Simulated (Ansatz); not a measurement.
A relaxation of the atoms of CoAuO2 (P3m1, 8 atoms in the cell) with Ansatz (a program for electronic structure).

Computed with LDA (PW92), default PAW files made with PBE (plane waves; Ansatz).

The change in words: one atom moved by 0.15 angstrom; relax: default → atoms; relax.f_tol: default → 0.05 eV/Å. Reference geometry:
```
CoAuO2
1.0
    2.87019     0.00000     0.00000
   -1.43509     2.48565     0.00000
    0.00000     0.00000    12.11167
Co Au O
2 2 4
Direct
  0.00000   0.00000   0.00000
  0.00000   0.00000   0.50000
  0.66667   0.33333   0.75000
  0.33333   0.66667   0.25000
  0.33333   0.66667   0.42187
  0.66667   0.33333   0.57813
  0.66667   0.33333   0.92187
  0.33333   0.66667   0.07813
```

Reference input (self-consistent single point, DFT, LDA (PW92), plane waves, default PAW files made with PBE): basis.ecutwfc = 30.9 Ry; kpoints.mp_grid.grid = 13 13 3; hamiltonian.xc = lda; hamiltonian.pseudopotentials = {kind: paw} (the program's default PAW files); scf.occupations.method = gaussian; scf.occupations.width = 0.0073 Ry. This run's input differs from it in these lines:

```diff
@@ -6,3 +6,3 @@
   atoms:
-    - { symbol: Co, position_ang: [0.00000000, 0.00000000, 0.00000000] }
+    - { symbol: Co, position_ang: [0.00000000, 0.00000000, 0.15000300] }
     - { symbol: Co, position_ang: [0.00000000, 0.00000000, 6.05583350] }
@@ -23,2 +23,4 @@
   occupations: { method: gaussian, width: 0.0073 Ry }
+relax:
+  f_tol: 0.05
 output:
```

Output, abridged:

```
   [... SCF lines of the steps left out ...]
relax step   1: F+E_penalty+E_count = -38072.42592836 eV  Δ(F+E_penalty+E_count) = +0.000e0 eV  max|allowed force component| = 3.786e0 eV/Å  Δτ_max = 0.0000 Å  (8 SCF iters, dr2 threshold 6.25e-5 eV, accepted)
relax step   2: F+E_penalty+E_count = -38072.62932008 eV  Δ(F+E_penalty+E_count) = -2.034e-1 eV  max|allowed force component| = 2.080e0 eV/Å  Δτ_max = 0.0723 Å  (8 SCF iters, dr2 threshold 1.00e-4 eV, accepted)
relax step   3: F+E_penalty+E_count = -38072.72263159 eV  Δ(F+E_penalty+E_count) = -9.331e-2 eV  max|allowed force component| = 1.201e-1 eV/Å  Δτ_max = 0.0619 Å  (8 SCF iters, dr2 threshold 1.00e-4 eV, accepted)
relax step   4: F+E_penalty+E_count = -38072.72360554 eV  Δ(F+E_penalty+E_count) = -9.740e-4 eV  max|allowed force component| = 1.126e-2 eV/Å  Δτ_max = 0.0085 Å  (6 SCF iters, accepted)
the relaxation is at rest under the 6 symmetry operations that the run kept from its start: a minimum is not shown …
Free energy (F): -38072.723606 eV
Internal energy: -38072.718125 eV  (E = F + TS)
E sigma→0 (E₀):  -38072.720865 eV
Entropy (-TS):   -0.005480 eV (-0.685 meV/atom)
Fermi energy:    15.042315 eV
--- Forces (eV/Å), atoms counted from 1 ---
  atom   1  Co     0.00000000     0.00000000    -0.00111299
  atom   2  Co     0.00000000     0.00000000    -0.00224859
  atom   3  Au     0.00000000    -0.00000000     0.00069877
  atom   4  Au    -0.00000000     0.00000000     0.00177449
  atom   5  O     -0.00000000    -0.00000000     0.00897532
   [... lines left out ...]
    - { symbol: O, position: [0.33333333333333337, 0.6666666666666669, 0.4248676305673788] }
    - { symbol: O, position: [0.6666666666666666, 0.3333333333333334, 0.5782577876950382] }
    - { symbol: O, position: [0.6666666666666666, 0.3333333333333334, 0.9248371798635341] }
    - { symbol: O, position: [0.33333333333333337, 0.6666666666666669, 0.07822995190398987] }
```

The run converged. 

Summary of the result:
- Free energy E − TS (on the zero of these files): -38072.7236 eV
- Pressure: -7.11 GPa
- Largest force (vector length): 0.011 eV/Å
- Relaxation steps: 4

The starting cell comes from a database of computed structures (which also holds hypothetical and non-ambient phases and stackings), without a prior relaxation at this level. Its lattice was rescaled by up to half a per cent. For this run, on top of that: one atom moved by 0.15 angstrom. Spin polarisation is off, so a magnetic state, if there is one, cannot be reached. The relaxation keeps the symmetry of its start, so its end need not be a minimum. Ansatz's pressure includes its estimate of the finite-basis (Pulay) stress. Without the estimate this run gives -7.99 GPa.

Cost on one core of a shared machine: roughly 2 min.

Keys are those of Ansatz 0.2.
